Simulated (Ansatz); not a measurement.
**NiO in the rock salt structure (space group Fm-3m, No. 225; ferromagnetic)**

```cif
data_Ni4O4
_chemical_formula_sum 'O4 Ni4'
_space_group_name_H-M_alt 'Fm-3m'
_space_group_IT_number 225
_space_group_name_Hall '-F 4 2 3'
_cell_length_a 4.21732
_cell_length_b 4.21732
_cell_length_c 4.21732
_cell_angle_alpha 90.000
_cell_angle_beta 90.000
_cell_angle_gamma 90.000
loop_
_atom_site_label
_atom_site_type_symbol
_atom_site_symmetry_multiplicity
_atom_site_Wyckoff_symbol
_atom_site_fract_x
_atom_site_fract_y
_atom_site_fract_z
_atom_site_occupancy
O1 O 4 a 0.00000 0.00000 0.00000 1
Ni1 Ni 4 b 0.50000 0.50000 0.50000 1
```
(The calculation used a cell of 2 atoms; values per cell refer to that cell.)

All numbers come from PBE/PAW in Ansatz (a first-principles code), no spin-orbit coupling, earlier PAW set. Γ-centred 19×19×19 mesh, Fermi–Dirac width 0.05 eV.

| Quantity | Value |
|---|---|
| Volume per atom | 9.38 Å³ |
| Density | 6.61 g/cm³ |
| Band gap | zero |
| Magnetic state | ferromagnetic |
| Total energy | -3202.840 eV/atom (σ→0; compares only within this code and set-up) |

No phonon test of stability was made. No Hubbard U is applied and the magnetic state is the run's own (NiO ferromagnetic); other magnetic orders, which need larger cells, were not tried and can change the gap. In its common phase, real NiO is an antiferromagnetic insulator at low temperature.
